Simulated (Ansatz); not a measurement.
## Effect of biaxial strain −0.50 %, plane normal [001], relaxed out of plane on MgTe

The parent structure is MgTe in the zinc blende structure (space group F-43m, No. 216; a = 6.368 Å). Axes: x, y, z lie along the cube axes.

Modification: biaxial strain −0.50 %, plane normal [001], relaxed out of plane (Cartesian); in-plane vectors clamped, the third vector and the atoms free.

Method: LDA (Ansatz, a first-principles code, PAW, scalar-relativistic without spin-orbit coupling). k-mesh 9×9×9 (Γ-centred); smearing 0.05 eV (Fermi–Dirac).

The volume per atom falls by 0.10 Å³, from 32.28 Å³ to 32.18 Å³ and the space group changes from F-43m (No. 216) to I-4m2 (No. 119). The shortest interatomic distance shrinks by 0.0026 Å, from 2.757 Å to 2.755 Å and the energy hardly moves. The pressure (mean of the normal stresses, compression positive) rises by 0.11 GPa to 0.12 GPa and the band gap remains 2.38 eV. The gap character remains direct at Γ and the electron mass remains 0.16 mₑ (at Γ). The valence-band top at Γ (three highest levels, from the VBM) changes from 0.00, 0.00, 0.00 eV to 0.00, 0.00, -0.03 eV and the valley order (the lowest conduction-band minima on the path, energy above the VBM, named in the base's zone) becomes Γ 2.38 eV; X along [010] 2.63 eV; X along [001] 2.67 eV; L along [111] 3.17 eV (base: Γ 2.38 eV; X along ⟨100⟩ 2.66 eV; L along ⟨111⟩ 3.17 eV). The out-of-plane strain is +0.71 %.

Final structure (turned so that z lies along the plane normal):

```yaml
crystal:
  lattice:
    - [4.48041, 0.00000, 0.00000]
    - [0.00000, 4.48041, 0.00000]
    - [2.24021, -2.24021, 3.20662]
  atoms:
    - { symbol: Mg, position: [0.00000, 0.00000, 0.00000] }
    - { symbol: Te, position: [0.75000, 0.75000, 0.50000] }
```

With Te present, leaving out spin-orbit coupling can change the band edges. Effective masses come from finite differences of ±0.01 Å⁻¹. No phonon test of stability was made. k-point labels follow each cell's own Brillouin zone.
